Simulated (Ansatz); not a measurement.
# PBE against PBEsol: hypothetical anti-perovskite Mg3SnO, pressure 7.5 GPa

Consider Mg$_{3}$SnO in the anti-perovskite structure (space group Pm-3m, No. 221; a = 4.391 Å; a hypothetical phase, not in the database extracts checked).

(Cell as relaxed with PBE.)

Levels (all Ansatz, an electronic-structure program, PAW): PBE (420 eV, without spin-orbit coupling); PBEsol (420 eV, spin-orbit coupling left out).

Each level relaxes its own structure.

| base | PBE | PBEsol |
|---|---|---|
| volume per atom | 16.93 Å³ | 16.43 Å³ |
| lattice parameter a | 4.391 Å | 4.347 Å |
| band gap | zero | zero |

Now apply this change: cell and atoms relaxed at a pressure of 7.5 GPa.

| quantity | PBE | PBEsol |
|---|---|---|
| lattice parameter a | 4.262 Å | … |
| band gap | zero | … |

### Question
What does PBEsol give?

### Answer

- lattice parameter a, PBEsol: 4.226 Å
- band gap, PBEsol: zero

PBE's lattice parameter a lies 0.036 Å above PBEsol's (0.9 %); the two agree on the band gap. Neither level is exact; PBEsol is the comparison here, not a measurement.

Load acts through the strain it causes; cell and atoms are relaxed under it. No phonon test of stability was made. No other phases were tried under pressure. The final runs are not spin-polarised. The zero or small gap of Mg3SnO can change with the level of theory.
